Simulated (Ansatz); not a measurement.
Model glasses of amorphous Si3N4, 72 to 78 atoms (Si30N40 before any change). Each row is one cell at a composition chosen by hand, melted whole on the CHGNet potential with the anions pushed apart under 1.9 Å, quenched within some picoseconds, far faster than a real film, and relaxed with PBE, scalar-relativistic without spin-orbit coupling (plane waves to 420 eV, PAW; Ansatz, an electronic-structure program). Each is the lower in DFT energy of 2 quenches. Cycles of charging and discharging were tried on the cells ahead of these points, and a cell that came back lower was taken. The column on the box says what of it was relaxed with the atoms; held means as the quench left it. Cells that kept moments or hold spare charge are left out. So are cells far out in the fitted variable, so that no row sets the line alone.

At the relaxed places, the spacing of the highest filled and the lowest empty level was computed at the zone centre with PBE and with r2SCAN, without spin polarisation, or with spin where the moments then died out. A level counts as spread where PBE shares it among more than a fifth of the atoms; else the element of the atom with the largest weight is named. Formal charges balance in every cell (each cation at its usual highest valence, Cu and Ag at +1, Sb at +3, H at +1, O at −2, N at −3, F and Cl at −1). r2SCAN ran with plane waves to 500 eV. Where a level is localised, the spacing isn't the band gap.

| cell | change | box | highest filled on | lowest empty on | spacing, PBE (eV) | spacing, r2SCAN (eV) |
|---|---|---|---|---|---|---|
| Si30N44Ti3 | +4 N, +3 Ti | volume and shape | N | Ti | 1.66 | 1.91 |
| Si30N34O9 | −6 N, +9 O | held | N | Si | 1.75 | 2.13 |
| Si30N45Ta3 | +5 N, +3 Ta | shape | N | Ta | 2.09 | 2.43 |
| Si30N41In | +1 In, +1 N | volume and shape | N | In | 2.40 | 2.80 |
| Si30N42Ca3 | +3 Ca, +2 N | shape | N | Si | 2.52 | 2.97 |
| Si30N44Hf3 | +3 Hf, +4 N | shape | N | spread | 2.60 | withheld |
| Si30N42Mg3 | +3 Mg, +2 N | shape | N | spread | 2.88 | 3.31 |

**Question.** Fit a straight line of the last column on the one before it through the 6 full rows, and predict the withheld value for Si30N44Hf3.

**Answer.** Means: x = 2.217, y = 2.592. Slope = Σ(Δx Δy) / Σ(Δx²) = 1.2448 / 1.1093 = 1.122; intercept = 2.592 − (1.122) × 2.217 = 0.105 eV; r.m.s. residual 0.040 eV. Prediction: 0.105 + (1.122) × 2.60 = 3.02 eV. The run gave 3.02 eV, a miss of 0.00 eV, within the residual.

In Si30N34O9 the spacing lies under 0.8 of the table's widest and a localised level on an atom of the host, not next to a guest, bounds it: there a defect of the quenched network is a likely cause.
